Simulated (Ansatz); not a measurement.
# Worked example: self-consistent single point of Ca2Si (Fm-3m, 3 atoms in the cell) in Ansatz

Method of the run: LDA (PW92), default PAW files made with PBE (plane waves; Ansatz, an electronic-structure program).

The input file:

Ansatz 0.2 input:
```yaml
crystal:
  lattice:
    - [0.00000000, 3.56730900, 3.56730900]
    - [3.56730900, 0.00000000, 3.56730900]
    - [3.56730900, 3.56730900, 0.00000000]
  atoms:
    - { symbol: Ca, position: [0.75000000, 0.75000000, 0.75000000] }
    - { symbol: Ca, position: [0.25000000, 0.25000000, 0.25000000] }
    - { symbol: Si, position: [0.00000000, 0.00000000, 0.00000000] }
basis:
  ecutwfc: 420.0 eV
kpoints:
  mp_grid:
    grid: [6, 6, 6]
hamiltonian:
  xc: lda
  pseudopotentials:
    kind: paw
scf:
  occupations:
    method: fermi_dirac
    width: 0.05 eV
output:
  forces: true
  eigenvalues: true
  stress: true
```

Output (repeated stretches shortened):

```
WARN ansatz: RAYON_NUM_THREADS=1 ignored (pool sized by the plan → 1); use --threads N
Pseudopotentials: kind: paw
Pseudopotential: Ca, paw, valence charge 10
Pseudopotential: Si, paw, valence charge 4
Crystal: 3 atoms, lattice volume = 90.793 Å³
Basis set: ecut = 420 eV, 1807 PW (Γ)
Bands: 16, of which v1, the nominal top of the filled ones, is band 12 counted from 1 (11 counted from 0)
Symmetry: 48 space group operations
Space group: Fm-3m (ITA 225), of the structure as read, at distance tolerance 4.5e-5 Å
k-points: 16 of 216
PAW frozen core: Ca, regenerated for the run's functional, and the local potential with it
PAW frozen core: Si, regenerated for the run's functional, and the local potential with it
Initial density: superposition of atomic densities (neutral atoms: chi_scale 0, normalization atom), corrected by the library's trained network
Initial wavefunctions: pseudopotential atomic-orbital guess
Eigensolver: davidson
Functional: x = slater, c = lda
SCF iter   1: F=—  HF=-4155.296429 eV  |F-HF|=—  |Δ(HF+E_count)|=         —  Δρ=4.47e-3  dr2=1.54e-2  ethr=1.77e-3  ⟨swp⟩=7.1  Hψ=1602  notcnv=0
all-band conjugate gradients solve this SCF's bands
preconditioner: auto → none
SCF iter   2: F=—  HF=-4155.294296 eV  |F-HF|=—  |Δ(HF+E_count)|=   2.13e-3  Δρ=2.11e-3  dr2=2.34e-3  ethr=6.40e-5  ⟨swp⟩=2.2  Hψ=482  notcnv=0
SCF iter   3: F=—  HF=-4155.294241 eV  |F-HF|=—  |Δ(HF+E_count)|=   5.53e-5  Δρ=6.16e-4  dr2=4.99e-4  ethr=9.73e-6  ⟨swp⟩=2.0  Hψ=317  notcnv=0
SCF iter   4: F=—  HF=-4155.294147 eV  |F-HF|=—  |Δ(HF+E_count)|=   9.34e-5  Δρ=1.15e-4  dr2=2.37e-5  ethr=2.08e-6  ⟨swp⟩=2.0  Hψ=318  notcnv=0
SCF iter   5: F=—  HF=-4155.294141 eV  |F-HF|=—  |Δ(HF+E_count)|=   6.93e-6  Δρ=1.74e-5  dr2=2.56e-7  ethr=9.88e-8  ⟨swp⟩=2.0  Hψ=319  notcnv=0
SCF iter   6: F=-4155.294141 eV  HF=-4155.294141 eV  |F-HF|=4.87e-10  |Δ(HF+E_count)|=   3.17e-8  Δρ=2.01e-6  dr2=3.17e-9  ethr=4.17e-10  ⟨swp⟩=5.9  Hψ=1157  notcnv=0
SCF 1 converged in 6 iterations: F = -4155.294141 eV  dr2 = 3.17e-9
SCF converged after 6 iterations
Free energy (F): -4155.294141 eV
Harris-Foulkes:  -4155.294141 eV  (|F-HF|=4.87e-10)
Internal energy: -4155.293618 eV  (E = F + TS)
E sigma→0 (E₀):  -4155.293879 eV
Entropy (-TS):   -0.000522 eV (-0.174 meV/atom)
Fermi energy:    5.304972 eV
--- Per-component energies (eV) ---
  E_band       = -314.958179
  E_kinetic    = 592.933770
  E_local      = -1688.546108  (includes V_loc(G=0)·N_el)
  E_nonlocal   = 160.992392
  E_hartree    = 569.815152
  E_xc         = -323.887858
  E_vxc        = -385.376002  (∫ρ·V_xc dr)
  E_paw        = -2118.449745  (= ΣΔE_a)
  E_vpaw       = -134.592282  (= ΣTr[D̂ρ^β])
  E_aug_tail   = -0.000004  (compensation charges beyond the density's cutoff)
  E_ewald      = -1348.801879
  E_core_change = 0.650662  (= ΣΔE_core)
  E_smearing   = -0.000522  (= −TS)
  E_closure    = 0.000000  (closes the sum)
  Σ components = -4155.294141   (vs F -4155.294141, Δ=0.00e0)
--- Forces (eV/Å), atoms counted from 1 ---
  atom   1  Ca     0.00000000     0.00000000     0.00000000
   [... zero for the other atoms too ...]
  max |Σ_I F_I| component: 2.78e-17 eV/Å
--- Stress (GPa, compression-positive) ---
       -2.109348       0.000000       0.000000
       -0.000000      -2.109348      -0.000000
       -0.000000      -0.000000      -2.109348
  P = ⅓ Tr σ = -2.1093 GPa (-21.093 kbar)
  The stress holds the Pulay correction. Without it, at fixed plane waves, as pw.x and ABINIT print it: P = -2.1196 GPa
--- Band table (eV; the first three rows and the last of 16) ---
  k-point 0: bands = ["-35.2336", "-35.1848", "-16.5499", "-16.5499", "-16.5499", "-16.4008", "-16.4008", "-16.4008", "-1.5797", "4.5752", "4.5752", "4.5752", "6.6901", "6.7479", "6.7479", "9.8022"]
  k-point 1: bands = ["-35.2303", "-35.1880", "-16.5427", "-16.5406", "-16.5406", "-16.4144", "-16.4115", "-16.4115", "-1.4245", "4.0305", "4.6559", "4.6559", "6.8341", "6.8341", "7.5317", "9.0725"]
  k-point 2: bands = ["-35.2212", "-35.1968", "-16.5215", "-16.5146", "-16.5146", "-16.4481", "-16.4401", "-16.4401", "-1.0751", "3.3419", "4.8225", "4.8225", "7.1028", "7.1028", "7.8097", "8.4684"]
  k-point 15: bands = ["-35.2128", "-35.2047", "-16.6013", "-16.5845", "-16.5290", "-16.4316", "-16.3778", "-16.3689", "-0.6553", "3.3603", "4.2546", "4.7337", "5.9366", "7.1908", "7.5875", "8.5017"]
```

The run converged in 6 iterations.

The starting cell comes from a database of computed structures (which also holds hypothetical and non-ambient phases and stackings), without a prior relaxation at this level. Its lattice was rescaled by up to half a per cent. Ansatz's pressure includes its estimate of the finite-basis (Pulay) stress.
